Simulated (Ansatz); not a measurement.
Take Mg3Sb2 (space group P-3m1, No. 164) as the base.

```
Mg3Sb2
1.0
    4.56691     0.00000     0.00000
   -2.28346     3.95506     0.00000
    0.00000     0.00000     7.24702
Sb Mg
2 3
Direct
  0.33333   0.66667   0.22875
  0.66667   0.33333   0.77125
  0.00000   0.00000   0.00000
  0.33333   0.66667   0.63354
  0.66667   0.33333   0.36646
```

Method: Ansatz (an electronic-structure program) r2SCAN, spin-orbit coupling left out.

One change was made to it. Results:

The density increases by 1.574 g/cm³, from 4.01 g/cm³ to 5.59 g/cm³; the band gap changes from 0.61 eV to zero; the c/a ratio decreases by 0.019, from 1.587 to 1.568.

Q: Name the change that was made.
A) pressure 30 GPa
B) pressure 60 GPa
C) pressure 9 GPa

A: A, pressure 30 GPa. For comparison, the density in the other runs: pressure 9 GPa gives 4.64 g/cm³; pressure 60 GPa gives 6.52 g/cm³.

With Sb present, leaving out spin-orbit coupling can change the band edges. Load acts through the strain it causes; cell and atoms are relaxed under it. Stability against distortions was not tested. Competing high-pressure phases were not computed. The final runs are not spin-polarised. The zero or small gap of Mg3Sb2 under pressure 30 GPa and Mg3Sb2 under pressure 60 GPa can change with the level of theory.
